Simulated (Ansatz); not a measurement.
Worked example: zone-centre phonon calculation of ScCd3 (P6_3/mmc, 8 atoms in the cell) in Ansatz (an electronic-structure program).

Level of theory: LDA (PW92), PAW files made with PBE (plane waves; Ansatz).

```yaml
crystal:
  lattice:
    - [6.35417, 0.00000, 0.00000]
    - [-3.17708, 5.50287, 0.00000]
    - [0.00000, 0.00000, 4.84750]
  atoms:
    - { symbol: Sc, position: [0.33333, 0.66667, 0.25000] }
    - { symbol: Sc, position: [0.66667, 0.33333, 0.75000] }
    - { symbol: Cd, position: [0.83410, 0.66820, 0.25000] }
    - { symbol: Cd, position: [0.16590, 0.33180, 0.75000] }
    - { symbol: Cd, position: [0.16590, 0.83410, 0.75000] }
    - { symbol: Cd, position: [0.83410, 0.16590, 0.25000] }
    - { symbol: Cd, position: [0.33180, 0.16590, 0.25000] }
    - { symbol: Cd, position: [0.66820, 0.83410, 0.75000] }
```

Reference input (self-consistent single point, DFT, LDA (PW92), plane waves, PAW files made with PBE): kpoints.mp_grid.grid = 4 4 5; hamiltonian.xc = lda; hamiltonian.pseudopotentials = {kind: paw} (the program's default PAW files); scf.occupations.method = gaussian; scf.occupations.width = 0.0073 Ry. This run's input differs from it in these lines:

```diff
@@ -22,6 +22,4 @@
   occupations: { method: gaussian, width: 0.0073 Ry }
-output:
-  forces: true
-  eigenvalues: true
-  stress: true
+phonons:
+  method: dfpt
```

The program printed (abridged):

```
SCF iter   1: F=—  HF=-52891.504059 eV  |F-HF|=—  |Δ(HF+E_count)|=         —  Δρ=7.01e-2  dr2=1.88e1  ethr=3.10e-3  ⟨swp⟩=5.0  Hψ=5280  notcnv=0  defer=14
all-band conjugate gradients solve this SCF's bands
preconditioner: auto → Kerker (q_TF=auto, 2.649 Å⁻¹)
SCF iter   2: F=—  HF=-52888.981609 eV  |F-HF|=—  |Δ(HF+E_count)|=    2.52e0  Δρ=3.31e-2  dr2=5.82e0  ethr=3.10e-3  ⟨swp⟩=2.1  Hψ=3040  notcnv=0  defer=137
   [... lines left out ...]
SCF iter  10: F=—  HF=-52887.730475 eV  |F-HF|=—  |Δ(HF+E_count)|=   4.38e-9  Δρ=1.10e-6  dr2=1.71e-9  ethr=2.89e-11  ⟨swp⟩=3.0  Hψ=2720  notcnv=0  defer=142
SCF iter  11: F=—  HF=-52887.730475 eV  |F-HF|=—  |Δ(HF+E_count)|=  3.64e-10  Δρ=3.73e-7  dr2=1.86e-10  ethr=1.21e-12  ⟨swp⟩=2.0  Hψ=3022  notcnv=0  defer=142
SCF iter  12: F=—  HF=-52887.730475 eV  |F-HF|=—  |Δ(HF+E_count)|=  5.09e-11  Δρ=8.37e-8  dr2=1.11e-11  ethr=1.00e-12  ⟨swp⟩=1.0  Hψ=1664  notcnv=0  defer=142
SCF iter  13: F=-52887.730475 eV  HF=-52887.730475 eV  |F-HF|=7.28e-12  |Δ(HF+E_count)|=  1.46e-11  Δρ=2.49e-8  dr2=1.39e-12  ethr=1.00e-12  ⟨swp⟩=10.0  Hψ=7409  notcnv=0
SCF 1 converged in 13 iterations: F = -52887.730475 eV  dr2 = 1.39e-12
DFPT response loops at Γ: preconditioner auto → Kerker (q_TF=auto, 2.649 Å⁻¹) (partly filled bands, converged f_vac=0.000) …
Free energy (F): -52887.730475 eV
Internal energy: -52887.691904 eV  (E = F + TS)
E sigma→0 (E₀):  -52887.711190 eV
Entropy (-TS):   -0.038571 eV (-4.821 meV/atom)
Fermi energy:    13.609178 eV
--- Phonons (Γ-DFPT): 5 representative perturbations + reference, on 21 of 80 k-points (Σ response iterations 19) ---
  k mesh reduced under 4 symmetry operations, with k and −k counted as one. Each operation leaves every solved displacement unchanged or reverses it
  ASR residual: 4.890e-5 → 0.000e0 eV/Å²; symmetrization residual: 1.121e-5 eV/Å²
  ASR residual per site (eV/Å²): 4.89e-5 4.89e-5 1.90e-5 1.90e-5 1.90e-5 1.90e-5 1.90e-5 1.90e-5
  Γ frequencies (cm⁻¹): 0.00 0.00 0.00 47.29 47.29 60.74 74.06 74.06 77.30 81.21 81.21 85.14 85.14 94.31 103.61 105.31 105.31 115.20 155.23 155.23 159.86 159.86 182.40 182.83
  non-analytic LO–TO correction: not included (Born effective charges unavailable; polar crystals: no LO–TO splitting at Γ)
```

The run converged in 13 iterations. 

Summary of the result:
Free energy E − TS (on the zero of these files): -52887.7305 eV
Fermi level (on the code's own zero): 13.61 eV
Zone-centre frequencies (cm⁻¹; negative means imaginary): 0, 0, 0, 47, 47, 61, 74, 74, 77, 81, 81, 85, 85, 94, 104, 105, 105, 115, 155, 155, 160, 160, 182, 183

The starting cell comes from a database of computed structures (which also holds hypothetical and non-ambient phases and stackings), without a prior relaxation at this level.

Cost on one core of a shared machine: roughly 2 min.

Keys are those of Ansatz 0.2.
